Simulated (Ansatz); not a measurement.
The parent structure is Cs2NaBiF6 (space group Fm-3m, No. 225).

```
Cs2NaBiF6
1.0
    0.00000     4.57603     4.57603
    4.57603     0.00000     4.57603
    4.57603     4.57603     0.00000
Cs Na Bi F
2 1 1 6
Direct
  0.25000   0.25000   0.25000
  0.75000   0.75000   0.75000
  0.50000   0.50000   0.50000
  0.00000   0.00000   0.00000
  0.24697   0.24697   0.75303
  0.75303   0.75303   0.24697
  0.75303   0.24697   0.24697
  0.24697   0.75303   0.75303
  0.24697   0.75303   0.24697
  0.75303   0.24697   0.75303
```

Cartesian axes are those of the cell as printed.

The values are results of PBEsol (Ansatz, a quantum-chemistry and plane-wave program; PAW; 420 eV plane waves; spin-orbit coupling left out), earlier PAW set, not measurements.

For the base:

| Property | Result |
|---|---|
| Smallest direct gap | 5.17 eV |
| Band gap | 4.97 eV |

Perturbation: biaxial strain −1.05 %, plane normal [110], relaxed out of plane (Cartesian); in-plane vectors clamped, the third vector and the atoms free.

Problem. What does the calculation give for the smallest direct gap, out-of-plane strain, in-plane stress, band gap and energy relative to the base after the change?

Solution. The smallest direct gap is nearly the same (5.17 eV against 5.16 eV); the out-of-plane strain amounts to +0.85 %; the mean in-plane stress (compression positive) is +0.7 GPa; the band gap shrinks by 0.065 eV (4.97 eV → 4.90 eV); the energy rises by 0.8 meV/atom.

Spin-orbit coupling, missing from the scalar runs, can matter with Bi. Whether these cells are dynamically stable was not tested.
